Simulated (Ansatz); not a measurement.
# Effect of uniaxial strain ε_zz = −2.50 % on CdS

Consider CdS in the zinc blende structure (space group F-43m, No. 216; a = 5.824 Å). Axes: x, y, z lie along the cube axes.

The change: the cell is compressed by 2.50 % along z with no lateral relaxation; the atoms relax in the strained cell.

All numbers come from PBEsol, PAW, 420 eV (Ansatz, a quantum-chemistry and plane-wave program; scalar-relativistic without spin-orbit coupling). k-mesh 10×10×10 (Γ-centred); smearing 0.05 eV (Fermi–Dirac).

The volume per atom drops by 0.62 Å³ (24.70 Å³ → 24.08 Å³) and the space group changes from F-43m (No. 216) to I-4m2 (No. 119). The shortest interatomic distance decreases by 0.021 Å to 2.501 Å and the energy goes up by 3.7 meV/atom. The pressure (mean of the normal stresses, compression positive) goes from zero to 1.63 GPa and the band gap stays 1.01 eV. The gap character remains direct at Γ and the electron mass goes from 0.11 mₑ (at Γ) to 0.12 mₑ (at Γ). The hole mass comes out as 0.12 mₑ along z, 0.71 mₑ across (at Γ) and the valence-band top at Γ (three highest levels, from the VBM) becomes 0.00, -0.08, -0.08 eV (base: 0.00, 0.00, 0.00 eV). The stress (xx, yy, zz, yz, xz, xy; compression positive) amounts to (1.49, 1.49, 1.91, 0.00, 0.00, 0.00) GPa.

Cost of the whole job for the changed cell (relaxation, final SCF and bands): very roughly 18 core-seconds.

Effective masses come from finite differences of ±0.01 Å⁻¹. Whether these cells are dynamically stable was not tested. Labels are those of the standard path for the cell's own space group.
